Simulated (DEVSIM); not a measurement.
## Al0.25Ga0.75As/GaAs p-n heterojunction

Structure: Al0.25Ga0.75As/GaAs p-n heterojunction, at 300 K.

| layer (left to right) | material | thickness (μm) | Nd (cm⁻³) | Na (cm⁻³) | τn (s) | τp (s) |
|---|---|---|---|---|---|---|
| 1 | Al0.25Ga0.75As | 0.300 | - | 6.8e17 | 3.4e-10 | 3.4e-10 |
| 2 | GaAs | 0.200 | 9.3e14 | - | 3.4e-10 | 3.4e-10 |

Left contact: ohmic. Right contact: ohmic. Voltage is applied to the left contact. Recombination: SRH at mid-gap, radiative, Auger. Mobility is μmin + (μ − μmin)/(1 + (N/Nref)^α).

This is a model device: material constants are rounded textbook-type values typed into the input, and sizes, dopings and lifetimes were drawn at random. Values at 300 K.

| parameter | Al0.25Ga0.75As | GaAs |
|---|---|---|
| gap (eV) | 1.7357 | 1.424 |
| affinity (eV) | 3.8725 | 4.07 |
| permittivity | 12.19 | 12.9 |
| Nc (cm⁻³) | 6.5e17 | 4.7e17 |
| Nv (cm⁻³) | 9e18 | 9e18 |
| μn (cm²/Vs) | 4375 | 8500 |
| μp (cm²/Vs) | 221 | 400 |
| μn,min | 500 | 500 |
| μp,min | 20 | 20 |
| Nref,n | 6e16 | 6e16 |
| Nref,p | 1.5e17 | 1.5e17 |
| αn | 0.39 | 0.39 |
| αp | 0.38 | 0.38 |
| B (cm³/s) | 2e-10 | 2e-10 |
| Cn (cm⁶/s) | 1e-30 | 1e-30 |
| Cp (cm⁶/s) | 1e-30 | 1e-30 |

Model (solved in DEVSIM): 1D drift-diffusion, Boltzmann statistics, complete ionisation; no tunnelling, impact ionisation, image-force lowering or self-heating. Band offsets follow the typed affinities; no thermionic-emission limit at abrupt steps, no polarisation charge.

The potential step across the device at zero bias is 1.310 V, the largest field in the device at zero bias is 120000 V/cm and the dark forward voltage at 1 A/cm² is 0.855 V. The dark forward voltage at 100 A/cm² is 1.001 V.

Dark forward current:

```csv
V (V),J (A/cm²)
0.05,1.4e-9
0.10,4.9e-9
0.15,1.5e-8
0.20,4.1e-8
0.30,3.2e-7
0.35,9.1e-7
0.40,2.6e-6
0.45,7.5e-6
0.50,2.3e-5
0.55,7.4e-5
0.65,0.0011
0.70,0.0053
0.75,0.028
0.80,0.15
0.85,0.85
0.90,4.5
1.00,98
1.05,340
1.10,920
1.15,2100
```
